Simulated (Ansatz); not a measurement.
**CdS: response to strain**

Base system: CdS in the wurtzite structure (space group P6_3mc, No. 186).

CdS has the hexagonal space group P6₃mc (No. 186), the wurtzite structure, Pearson symbol hP4. Lattice parameters: a = b = 4.074 Å, c = 6.637 Å, α = β = 90.00°, γ = 120.00°. Cd on 2b is coordinated by 4 S at 2.491–2.497 Å (tetrahedral). S on 2b has 4 Cd at 2.491–2.497 Å (tetrahedral). (Neighbours: up to the widest gap in distance over summed covalent radii, below 1.35, at either atom; cation-cation and far metal-metal contacts left out.)

Strains are applied to the cell and any free atomic positions relax.

The values are results of LDA/PAW in Ansatz (an electronic-structure program), no spin-orbit coupling, not measurements.

Notes on the quantities. energy relative to the base: free energy F.

```json
[
 {"variant": "base", "width of the top valence band": "1.87 eV", "energy relative to the base": "0 meV/atom", "shortest interatomic distance": "2.491 Å"},
 {"variant": "isotropic strain −3.00 %", "width of the top valence band": "2.18 eV", "energy relative to the base": "+46 meV/atom", "shortest interatomic distance": "2.417 Å"},
 {"variant": "isotropic strain −2.40 %", "width of the top valence band": "2.12 eV", "energy relative to the base": "+29 meV/atom", "shortest interatomic distance": "2.432 Å"},
 {"variant": "isotropic strain −1.80 %", "width of the top valence band": "2.05 eV", "energy relative to the base": "+16 meV/atom", "shortest interatomic distance": "2.447 Å"},
 {"variant": "isotropic strain −1.20 %", "width of the top valence band": "…", "energy relative to the base": "…", "shortest interatomic distance": "2.462 Å"},
 {"variant": "isotropic strain −0.60 %", "width of the top valence band": "1.93 eV", "energy relative to the base": "+1.7 meV/atom", "shortest interatomic distance": "2.477 Å"}
]
```

Q: Complete the table.

A: 
- isotropic strain −1.20 %, width of the top valence band: 1.99 eV
- isotropic strain −1.20 %, energy relative to the base: +6.8 meV/atom

No phonon test of stability was made.
